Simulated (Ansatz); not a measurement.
Start from GaAs in the zinc blende structure (space group F-43m, No. 216; a = 5.6594 Å). Axes: x, y, z lie along the cube axes.

One thing is altered: the symmetric strain tensor [0.0027 -0.0014 0.0011; -0.0014 -0.0081 0.0102; 0.0011 0.0102 0.0044]; the atoms relax in the strained cell.

Levels (all Ansatz, a first-principles code, PAW, earlier PAW set): PBEsol (420 eV, no spin-orbit coupling); HSE06+SOC (420 eV, with spin-orbit coupling).

The geometry is relaxed with PBEsol.

| Quantity | Value |
|---|---|
| PBEsol lowest conduction level above the VBM at special points | Γ 0.32 eV; R 0.70 eV; Y 0.75 eV |
| PBEsol valence-band top at Γ | 0.00, -0.13, -0.18 eV |

With HSE06+SOC at the same geometry, the lowest conduction level above the VBM at special points changes from Γ 0.32 eV; R 0.70 eV; Y 0.75 eV to Γ 1.21 eV; R 1.44 eV; Y 1.49 eV; the valence-band top at Γ (three highest Kramers pairs, from the VBM) becomes 0.00, -0.12, -0.45 eV (PBEsol: 0.00, -0.13, -0.18 eV).

Single points use the geometry relaxed with PBEsol. Differences between runs with and without spin-orbit coupling are approximate. The levels and masses belong to the bands next to the band gap. Whether these cells are dynamically stable was not tested. k-point labels follow each cell's own Brillouin zone.
